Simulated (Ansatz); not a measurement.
An Ansatz (a program for electronic structure) run: KMgF3 with a change (isotropic strain −0.60 %); DFT with PBEsol, PAW potentials and a 420 eV plane-wave cutoff in Ansatz, no spin-orbit coupling.

Input:

Ansatz 0.2 input:
```yaml
crystal:
  lattice:
    - [3.9673860243, 0, 0]
    - [0, 3.9673860243, 0]
    - [0, 0, 3.9673860243]
  atoms:
    - { symbol: K, position: [0, 0, 0] }
    - { symbol: Mg, position: [0.5, 0.5, 0.5] }
    - { symbol: F, position: [0.5, 0, 0.5] }
    - { symbol: F, position: [0, 0.5, 0.5] }
    - { symbol: F, position: [0.5, 0.5, 0] }
basis: { ecutwfc: 420, ecutrho_ratio: 4, xc_grid: 2, fft_grid_basis: typed }
kpoints: { mp_grid: { grid: [8, 8, 8] } }
hamiltonian:
  xc: pbesol
  dispersion: none
  pseudopotentials: { kind: paw }
scf: { occupations: { method: fermi_dirac, width: 0.05 }, convergence: { dr2_threshold: 0.0000000005 } }
relax: { f_tol: 0.005, max_steps: 50 }
output: { forces: true, stress: true }
checkpoint: { write: state.ck, write_every: 1000 }
```

Output (explanatory and most iteration lines left out):

```
Relaxation: its limit of steps is 50 (relax.max_steps)
Pseudopotential: K, paw, valence charge 9
Pseudopotential: Mg, paw, valence charge 10
Pseudopotential: F, paw, valence charge 7
Crystal: 5 atoms, lattice volume = 62.447 Å³
Basis set: ecut = 420 eV, 1213 PW (Γ), exchange–correlation on 54×54×54 points (8 copies of the dense FFT grid, shifted against one another)
Bands: 25, of which v1, the nominal top of the filled ones, is band 20 counted from 1 (19 counted from 0)
Symmetry: 48 space group operations
Space group: Pm-3m (ITA 221), of the structure as read, at distance tolerance 4.0e-5 Å
k-points: 35 of 512
Functional: x = pbesol(κ = 0.804, μ = 0.12345679012345678), c = pbesol(β = 0.046)
SCF iter   1: F=—  HF=-5837.511737 eV  |F-HF|=—  |Δ(HF+E_count)|=         —  Δρ=1.39e-2  dr2=7.37e-2  ethr=1.77e-3  ⟨swp⟩=6.0  Hψ=4218  notcnv=0
SCF iter   2: F=—  HF=-5837.488179 eV  |F-HF|=—  |Δ(HF+E_count)|=   2.36e-2  Δρ=2.35e-3  dr2=1.31e-3  ethr=1.84e-4  ⟨swp⟩=2.0  Hψ=1823  notcnv=0  defer=32
SCF 1 converged in 8 iterations: F = -5837.487881 eV  dr2 = 4.22e-11
relax step   1: F+E_penalty+E_count = -5837.48788096 eV  Δ(F+E_penalty+E_count) = +0.000e0 eV  max|allowed force component| = 2.614e-29 eV/Å  Δτ_max = 0.0000 Å  (8 SCF iters, accepted)
SCF converged after 8 iterations
Free energy (F): -5837.487881 eV
Internal energy: -5837.487881 eV  (E = F + TS)
E sigma→0 (E₀):  -5837.487881 eV
Fermi energy:    6.597015 eV
--- Forces (eV/Å), atoms counted from 1 ---
  atom   1  K     -0.00000000     0.00000000     0.00000000
  atom   2  Mg     0.00000000     0.00000000     0.00000000
  atom   3  F      0.00000000    -0.00000000    -0.00000000
  atom   4  F      0.00000000     0.00000000     0.00000000
  atom   5  F      0.00000000     0.00000000     0.00000000
--- Stress (GPa, compression-positive) ---
        1.363579      -0.000000       0.000000
       -0.000000       1.363579       0.000000
        0.000000       0.000000       1.363579
  P = ⅓ Tr σ = 1.3636 GPa (13.636 kbar)
--- Relaxed structure (1 steps of the walk, 1 accepted, 0 SCFs on fresh bases) ---
  atoms:
    - { symbol: K, position: [0.0, 0.0, 0.0] }
    - { symbol: Mg, position: [0.5, 0.5, 0.5] }
    - { symbol: F, position: [0.5, 0.0, 0.5] }
    - { symbol: F, position: [0.0, 0.5, 0.5] }
    - { symbol: F, position: [0.5, 0.5, 0.0] }
```

Stability against distortions was not tested. The cell was made from KMgF₃ in the cubic perovskite structure (space group Pm-3m, No. 221) by this change: isotropic strain −0.60 %.
